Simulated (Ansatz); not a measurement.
**Element substitutions in BeTe**

Base system: BeTe in the zinc blende structure (space group F-43m, No. 216; a = 5.664 Å).

Each row replaces one element on all its sites; cell and atoms are relaxed.

All numbers come from PBE (Ansatz, a quantum-chemistry and plane-wave program; PAW; 420 eV plane waves; no spin-orbit coupling).

| case | shortest interatomic distance | band gap |
|---|---|---|
| base | 4.634 bohr | 2.03 eV |
| Te → Se | 4.237 bohr | (withheld) |
| Te → Cd | 4.635 bohr | zero |
| Te → S | (withheld) | (withheld) |
| Be → B | 4.464 bohr | zero |

Problem. Complete the table.

Solution. 
- Te → Se, band gap: 2.67 eV
- Te → S, shortest interatomic distance: 3.990 bohr
- Te → S, band gap: 3.15 eV

Spin-orbit coupling, missing from the scalar runs, can matter with Te. Stability against distortions was not tested. As relaxed here, BeCd and BTe are hypothetical phases, not in the database extracts checked. The final runs are not spin-polarised. An odd electron count without spin: BTe.
